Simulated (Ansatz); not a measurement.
The reference is RbAu5 (space group P6/mmm, No. 191; a = 5.767 Å, c = 4.434 Å). Axes: x lies along a and z along c of the hexagonal cell.

Level of theory: PBEsol (Ansatz, a first-principles code), no spin-orbit coupling.

Before the change:

The volume per atom is 21.29 Å³.

Modification: uniaxial stress, 8 GPa compression along z, with the cell and atoms free to relax against it.

Problem. Estimate the effect on the energy relative to the base and volume per atom.

Solution. The energy rises by 0.311 eV/atom; the volume per atom grows by 4.287 Å³ (21.29 Å³ → 25.57 Å³).

Without a gap, meshes like the base's 9×9×11 leave anisotropic stresses uncertain by several tenths of a GPa, and small strain energies with them. Load acts through the strain it causes; cell and atoms are relaxed under it. Beyond what the load breaks, stability against distortions was not tested. Under uniaxial stress, 8 GPa compression along z the cell changed shape so far that it is another structure.
